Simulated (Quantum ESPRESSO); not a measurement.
**Equation of state of zinc-blende BeS (space group 216): energy against volume (Quantum ESPRESSO, PBEsol)**

```xyz
2
Lattice="0.0000 2.3643 2.3643 2.3643 0.0000 2.3643 2.3643 2.3643 0.0000" Properties=species:S:1:pos:R:3 pbc="T T T"
Be     0.0000     0.0000     0.0000
S      3.5465     3.5465     3.5465
```

Method of the run: PBEsol, GBRV 1.5 ultrasoft (PBESOL) pseudopotentials (plane waves; Quantum ESPRESSO 7.5). Settings: ecutwfc = 52 Ry; ecutrho = 260 Ry; occupations = smearing; smearing = fd; degauss = 0.000734986 Ry; potentials = {Be: be_pbesol_v1.4.uspp.F.UPF, S: s_pbesol_v1.4.uspp.F.UPF}; K_POINTS = automatic 12 12 12 0 0 0; conv_thr = 1e-10 Ry; mixing_beta = 0.4. The cell above is the first row's. The rows scale it uniformly. In all rows fractional positions and the k mesh are held. E is the free energy at the stated smearing, counted from the lowest row.

```
V (Å^3/atom)  E (meV/atom)
------------  ------------
13.216                   ?
13.504                9.99
13.791                2.99
14.078                0.00
14.365                0.66
14.653                4.62
14.940               11.59
15.227               21.28
15.515               33.44
```

Fit E of the 8 rows that show it with the third-order Birch-Murnaghan form, a cubic in V^(-2/3). With u = V^(-2/3) - 0.168, the rows have u = 0.008343, 0.005888, 0.003517, 0.001224, -0.001000, -0.003146, -0.005224, -0.007245. Least squares gives E = 2.437 - 1861.82·u + 332829·u² - 134161·u³. Residuals (row less fit): -0.003, 0.004, 0.000, 0.003, -0.012, -0.003, 0.015, -0.007; standard error 0.011 (degrees of freedom: 4). Its minimum lies at u = 0.002802, so V0 = (0.170802)^(-3/2) = 14.17. There d²E/du² = 663400 and d³E/du³ = -805000, so B0 = (4/9) × 14.17^(-7/3) × 663400 × 0.160218 = 97.3 GPa (the last factor turns the table's units into GPa), and B0' = 4 + (2/3) × 0.170802 × (-805000)/663400 = 3.9. The program's pressures in the fitted runs (not shown) pass through zero at V = 14.17, 0.00 % from this V0.

Predict the withheld E at V = 13.216 from the fit, and compare with the calculation.

u = 0.010896, so E = 2.437 - 1861.82 × 0.010896 + 332829 × 0.010896² - 134161 × 0.010896³ = 21.491 meV/atom. The calculation gives 21.42 meV/atom, 0.071 meV/atom below the prediction (0.2 % of the range of E in the table). The row lies outside the fitted rows, so this is an extrapolation. From the scatter of the fitted rows alone, a prediction at this place has a standard error of 0.031 meV/atom, so the miss is 2.3 times that.

Carrying the step between the two nearest rows on in a straight line would have given 17.01, off by 4.41; series whose last step already gives the withheld value aren't shown. The scan was laid around a cell of about the measured size, scaled by a guess for this functional. The runs keep the symmetry of the cell, so they don't test it for distortions. Cutoffs and mesh are single choices, not tested for convergence of this quantity. Series with a scatter that would blur these digits, or in which a gap closes, are not shown. Nor are scans whose minimum lies at an end fitted in this form.
